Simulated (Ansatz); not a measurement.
Base system: ZnS in the wurtzite structure (space group P6_3mc, No. 186).

```
CELL_PARAMETERS angstrom
      3.80610     0.00000     0.00000
     -1.90305     3.29618     0.00000
      0.00000     0.00000     6.24474
ATOMIC_POSITIONS crystal
  Zn 0.66667 0.33333 0.99975
  Zn 0.33333 0.66667 0.49975
  S  0.66667 0.33333 0.62545
  S  0.33333 0.66667 0.12545
```

Calculations: r2SCAN/PAW in Ansatz (a first-principles code), no SOC.

```json
[
 {"level": "r2SCAN", "band gap": "2.78 eV"}
]
```

Problem. What does experiment give, and how far off is each level?

Solution. Measured: band gap 3.91 eV (temperature not stated; as listed in Mehmet Aras, Çetin Kılıç, The Journal of Chemical Physics (2014)). Computed minus measured — band gap: r2SCAN -1.13 eV. Measured values not marked as corrected hold thermal and zero-point effects that the static-lattice runs lack. A measured gap can be an optical one, lowered by exciton binding.

Whether these cells are dynamically stable was not tested.
